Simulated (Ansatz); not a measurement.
# Response to strain in Ti3Al

Consider Ti₃Al (space group P6_3/mmc, No. 194; a = 5.7474 Å, c = 4.6319 Å). Axes: x lies along a and z along c of the hexagonal cell.

Strains are applied to the cell and any free atomic positions relax; under stress the whole cell relaxes.

The values are results of r2SCAN (Ansatz, a first-principles code, PAW, without spin-orbit coupling), earlier PAW set, not measurements.

Candidates:
(a) uniaxial strain ε_xx = −2.67 %
(b) uniaxial stress, 1 GPa tension along x
(c) isotropic strain +0.49 %

Notes on the quantities. energy relative to the base: free energy F.

Question: Order them by energy relative to the base, lowest first.

Answer: (b) uniaxial stress, 1 GPa tension along x (+0.3 meV/atom), (c) isotropic strain +0.49 % (+1.3 meV/atom), (a) uniaxial strain ε_xx = −2.67 % (+7.8 meV/atom)

Beyond what the load breaks, stability against distortions was not tested. All final runs are without spin polarisation.
